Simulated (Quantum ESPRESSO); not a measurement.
**How a calculation on P₃Ir (Im-3, 16 atoms in the cell) responds to its settings**

```
CELL_PARAMETERS angstrom
      4.08498     4.08498     4.08498
     -4.08498     4.08498     4.08498
     -4.08498    -4.08498     4.08498
ATOMIC_POSITIONS crystal
  P  0.35455 0.78429 0.86116
  P  0.64545 0.21571 0.13884
  P  0.64545 0.49339 0.86116
  P  0.35455 0.50661 0.13884
  P  0.50661 0.13884 0.64545
  P  0.49339 0.86116 0.35455
  P  0.21571 0.13884 0.35455
  P  0.78429 0.86116 0.64545
  P  0.13884 0.64545 0.49339
  P  0.86116 0.35455 0.50661
  P  0.13884 0.35455 0.78429
  P  0.86116 0.64545 0.21571
  Ir 0.50000 0.00000 0.00000
  Ir 0.50000 0.50000 0.50000
  Ir 0.00000 0.50000 0.00000
  Ir 0.00000 0.00000 0.50000
```

Base run A: PBEsol, PseudoDojo standard norm-conserving (PBESOL) pseudopotentials in Quantum ESPRESSO, self-consistent single point.

Its settings: ecutwfc = 70 Ry; occupations = smearing; smearing = marzari-vanderbilt; degauss = 0.0036749 Ry; potentials = {P: P.upf, Ir: Ir.upf}; K_POINTS = automatic 3 3 3 0 0 0; conv_thr = 1e-11 Ry; mixing_beta = 0.7.

The starting cell comes from a database of computed structures (which also holds hypothetical and non-ambient phases and stackings), without a prior relaxation at this level. Its lattice was rescaled by a random factor within 2.5 % of one. Spin-orbit coupling is off. Spin polarisation is off. In the base run, with a pressure of about -10 GPa the cell is away from its equilibrium volume at this level.

ΔF is the free energy per atom less that of run A. 

Run A gave: pressure (GPa) -9.79; largest force (eV/Å) 0.317; gap on the mesh (eV) 0.167; iterations 13.

Runs:
- B: mixing_beta = 0.05
- C: mixing_beta = 0.1
- D: mixing_beta = 0.2
- E: mixing_beta = 0.3
- F: mixing_beta = 0.4
- G: mixing_beta = 0.5
- H: mixing_beta = 0.6

Problem. Which runs reach the base run's state, and which is quickest in iterations?

Solution. Runs B, C, D, E, F, G, H reached the same state as A (within 1 meV/atom). The fewest iterations to that state were 11 (H); the most were 28.

| run | ΔF (meV/atom) | pressure (GPa) | largest force (eV/Å) | gap on the mesh (eV) | iterations |
|---|---|---|---|---|---|
| A | 0.00 | -9.79 | 0.317 | 0.167 | 13 |
| B | 0.00 | -9.79 | 0.317 | 0.167 | 28 |
| C | 0.00 | -9.79 | 0.317 | 0.167 | 20 |
| D | 0.00 | -9.79 | 0.317 | 0.167 | 18 |
| E | 0.00 | -9.79 | 0.317 | 0.167 | 17 |
| F | 0.00 | -9.79 | 0.317 | 0.167 | 14 |
| G | 0.00 | -9.79 | 0.317 | 0.167 | 12 |
| H | 0.00 | -9.79 | 0.317 | 0.167 | 11 |
